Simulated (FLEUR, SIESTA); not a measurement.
A SIESTA input for a self-consistent single point of NaMgF3 (Pm-3m, 5 atoms in the cell) (DFT, GGA PBEsol, numerical atomic orbitals DZP, PseudoDojo PBEsol standard norm-conserving potentials (rewritten from UPF to PSML)):

```
# files in the folder: Na.psml Mg.psml F.psml (PseudoDojo PBEsol standard)
SystemName  NaMgF3
SystemLabel siesta

NumberOfAtoms                5
NumberOfSpecies              3
%block ChemicalSpeciesLabel
  1 11 Na
  2 12 Mg
  3 9 F
%endblock ChemicalSpeciesLabel
LatticeConstant              1.0 Ang
%block LatticeVectors
     4.019980000    0.000000000    0.000000000
     0.000000000    4.019980000    0.000000000
     0.000000000    0.000000000    4.019980000
%endblock LatticeVectors
AtomicCoordinatesFormat      Bohr
%block AtomicCoordinatesAndAtomicSpecies
     0.000000000    0.000000000    0.000000000  1
     3.798330613    3.798330613    3.798330613  2
     3.798330613    3.798330613    0.000000000  3
     0.000000000    3.798330613    3.798330613  3
     3.798330613    0.000000000    3.798330613  3
%endblock AtomicCoordinatesAndAtomicSpecies

XC.functional                GGA
XC.authors                   PBEsol
PAO.BasisSize                DZP
PAO.EnergyShift              0.005 Ry
MeshCutoff                   400 Ry
%block kgrid.MonkhorstPack
    8   0   0  0.0
    0   8   0  0.0
    0   0   8  0.0
%endblock kgrid.MonkhorstPack
OccupationFunction           FD
ElectronicTemperature        10 K

MaxSCFIterations             150
SCF.Mixer.Method             Pulay
SCF.Mixer.Weight             0.25
SCF.Mixer.History            6
SCF.DM.Tolerance             1.0E-04
Diag.ParallelOverK           true
WriteForces                  true
```

Q: Write the same calculation as an input for FLEUR.

A: This is the input that was run; spellings and numerical settings could be chosen otherwise.

Input of the input generator:

```
NaMgF3 FLAPW
&input film=f /
1.0000000000 0.0000000000 0.0000000000
0.0000000000 1.0000000000 0.0000000000
0.0000000000 0.0000000000 1.0000000000
7.5966612265
1.0 1.0 1.0

5
11 0.0000000000 0.0000000000 0.0000000000
12 0.5000000000 0.5000000000 0.5000000000
9 0.5000000000 0.5000000000 0.0000000000
9 0.0000000000 0.5000000000 0.5000000000
9 0.5000000000 0.0000000000 0.5000000000

&comp jspins=1 /
&exco xctyp='PBEs' /
&kpt div1=8 div2=8 div3=8 gamma=t /
&end /
```

```xml
<?xml version="1.0" encoding="UTF-8" standalone="no"?>
<fleurInput fleurInputVersion="0.39">
   <comment>
      NaMgF3 FLAPW                                                                                        
   </comment>
   <calculationSetup>
      <cutoffs Kmax="4.3" Gmax="15.0" GmaxXC="15.0" numbands="0"/>
      <scfLoop itmax="100" minDistance="0.00001" maxIterBroyd="40" imix="Anderson" alpha="0.05" precondParam="0.0" spinf="2.0"/>
      <coreElectrons ctail="T" frcor="F" kcrel="0" coretail_lmax="0"/>
      <xcFunctional name="PBEs" relativisticCorrections="F"/>
      <magnetism jspins="1"/>
      <soc l_soc="F" theta="0.0" phi="0.0" spav="F"/>
      <expertModes spex="0" secvar="F"/>
      <geometryOptimization l_f="T" forcealpha="1.0" forcemix="BFGS" epsdisp="0.00001" epsforce="0.00001"/>
      <ldaU l_linMix="F" mixParam="0.05" spinf="1.0"/>
   </calculationSetup>
   <cell>
      <bzIntegration valenceElectrons="40.0" mode="hist" fermiSmearingEnergy="0.0001">
         <kPointListSelection listName="default-1"/>
         <!-- k-points included here -->
         <xi:include xmlns:xi="http://www.w3.org/2001/XInclude" href="kpts.xml"> </xi:include>
      </bzIntegration>
      <!-- symmetry operations included here -->
      <xi:include xmlns:xi="http://www.w3.org/2001/XInclude" href="sym.xml"> </xi:include>
      <bulkLattice scale="1.0">
         <bravaisMatrix>
            <row-1>    7.5966612265000002     0.0000000000000000     0.0000000000000000</row-1>
            <row-2>    0.0000000000000000     7.5966612265000002     0.0000000000000000</row-2>
            <row-3>    0.0000000000000000     0.0000000000000000     7.5966612265000002</row-3>
         </bravaisMatrix>
      </bulkLattice>
   </cell>
   <atomSpecies>
      <species name="Sodium (Na)" element="Na" atomicNumber="11">
         <mtSphere radius="2.63" gridPoints="925" logIncrement="0.012"/>
         <atomicCutoffs lmax="10" lnonsphr="8"/>
         <electronConfig flipSpins="F">
            <coreConfig>(1s1/2)</coreConfig>
            <valenceConfig>(2s1/2) (2p1/2) (2p3/2) (3s1/2)</valenceConfig>
            <stateOccupation state="(3s1/2)" spinUp="0.5" spinDown="0.5"/>
         </electronConfig>
         <energyParameters s="3" p="3" d="3" f="4"/>
         <lo type="SCLO" l="0" n="2" eDeriv="0"/>
         <lo type="SCLO" l="1" n="2" eDeriv="0"/>
      </species>
      <species name="Magnesium (Mg)" element="Mg" atomicNumber="12">
         <mtSphere radius="1.86" gridPoints="655" logIncrement="0.017"/>
         <atomicCutoffs lmax="8" lnonsphr="6"/>
         <electronConfig flipSpins="F">
            <coreConfig>(1s1/2)</coreConfig>
            <valenceConfig>(2s1/2) (2p1/2) (2p3/2) (3s1/2)</valenceConfig>
         </electronConfig>
         <energyParameters s="3" p="3" d="3" f="4"/>
         <lo type="SCLO" l="0" n="2" eDeriv="0"/>
         <lo type="SCLO" l="1" n="2" eDeriv="0"/>
      </species>
      <species name="Fluorine (F)" element="F" atomicNumber="9">
         <mtSphere radius="1.61" gridPoints="569" logIncrement="0.019"/>
         <atomicCutoffs lmax="6" lnonsphr="4"/>
         <electronConfig flipSpins="F">
            <coreConfig>(1s1/2)</coreConfig>
            <valenceConfig>(2s1/2) (2p1/2) (2p3/2)</valenceConfig>
            <stateOccupation state="(2p1/2)" spinUp="0.8333333333333" spinDown="0.8333333333333"/>
            <stateOccupation state="(2p3/2)" spinUp="1.6666666666667" spinDown="1.6666666666667"/>
         </electronConfig>
         <energyParameters s="2" p="2" d="3" f="4"/>
      </species>
   </atomSpecies>
   <atomGroups>
      <atomGroup species="Sodium (Na)">
         <relPos label="                   1">.0000000000 .0000000000 .0000000000</relPos>
         <force calculate="T" relaxXYZ="TTT"/>
      </atomGroup>
      <atomGroup species="Magnesium (Mg)">
         <relPos label="                   2">1.000/2.000 1.000/2.000 1.000/2.000</relPos>
         <force calculate="T" relaxXYZ="TTT"/>
      </atomGroup>
      <atomGroup species="Fluorine (F)">
         <relPos label="                   3">1.000/2.000 1.000/2.000 .0000000000</relPos>
         <relPos label="                   4">.0000000000 1.000/2.000 1.000/2.000</relPos>
         <relPos label="                   5">1.000/2.000 .0000000000 1.000/2.000</relPos>
         <force calculate="T" relaxXYZ="TTT"/>
      </atomGroup>
   </atomGroups>
   <output dos="F" band="F" slice="F">
      <checks vchk="F" cdinf="F"/>
      <bandDOS minEnergy="-.5*Htr" maxEnergy="0.5*Htr" sigma="0.015" storeEVData="T"/>
      <vacuumDOS vacdos="F" integ="F" star="F" nstars="0" locx1="0.0" locy1="0.0" locx2="0.0" locy2="0.0" nstm="0" tworkf="0.0"/>
      <unfoldingBand unfoldBand="F" supercellX="1" supercellY="1" supercellZ="1"/>
      <plotting iplot="0" polar="F">
         <plot TwoD="T" vec1="  1.0  0.0  0.0" vec2="  0.0  1.0  0.0" vec3="  0.0  0.0  1.0" zero="  0.0  0.0  0.0" file="plot"/>
      </plotting>
      <chargeDensitySlicing numkpt="0" minEigenval="0.0" maxEigenval="0.0" nnne="0" pallst="F"/>
      <specialOutput eonly="F"/>
      <magneticCircularDichroism mcd="F" energyLo="-10.0" energyUp="0.0"/>
   </output>
  <!-- We include the file relax.xml here to enable relaxations (see documentation) -->
  <xi:include xmlns:xi="http://www.w3.org/2001/XInclude" href="relax.xml"> <xi:fallback/> </xi:include>
</fleurInput>
```

Basis settings and potentials, where a program has them, do not carry over. This input uses DFT, PBEsol, all-electron FLAPW (FLEUR), scalar-relativistic valence. Both were run: gap on the mesh 5.510 eV in SIESTA and 5.724 in FLEUR.

On SIESTA: the starting cell comes from a database of computed structures (which also holds hypothetical and non-ambient phases and stackings), without a prior relaxation at this level. Its lattice was rescaled by a random factor within 2.5 % of one. Values carry the incompleteness of an atom-centred basis. With a pressure of about -5 GPa the cell is away from its equilibrium volume at this level.

On FLEUR: the starting cell comes from a database of computed structures (which also holds hypothetical and non-ambient phases and stackings), without a prior relaxation at this level. Its lattice was rescaled by a random factor within 2.5 % of one. Values depend on the basis (sphere radii, cutoffs, local orbitals), which need not be converged.
